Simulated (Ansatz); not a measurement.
**GaN (model structure, started from the HgO type, P6₄22, No. 181, 6 atoms in the cell)**

Calculation: r²SCAN+SOC in Ansatz (plane waves, PAW).

Run with plane-wave cutoff 560 eV, 24×24×8 k mesh (along the axes of the cell as run), Fermi–Dirac smearing 0.05 eV, PAW data made under PBE.

Cell (relaxed with PBE-D3(BJ)):

```
CELL_PARAMETERS angstrom
      3.13672     0.00000     0.00000
     -1.56836     2.71648     0.00000
      0.00000     0.00000     7.39606
ATOMIC_POSITIONS crystal
  Ga 0.50000 0.50000 0.50000
  Ga 0.50000 0.00000 0.83333
  Ga 0.00000 0.50000 0.16667
  N  0.50000 0.50000 0.00000
  N  0.50000 0.00000 0.33333
  N  0.00000 0.50000 0.66667
```

```
Quantity                       Result
--------  ---------------------------
band gap  1.80 eV (on the SCF k mesh)
```

Note: the relaxation could raise the start's symmetry but not lower it, so the cell can be a saddle point; cell and atoms aren't relaxed at this level (pressure -2.3 GPa).

The computed numbers hold no vibrational or temperature effects.

Cost on a shared machine: roughly 18 core-minutes.

A model structure was made by putting elements into a prototype or built by hand; it is no filed structure, need not be a known phase, and can be a saddle point held by its symmetry.

Ansatz is an electronic-structure program.
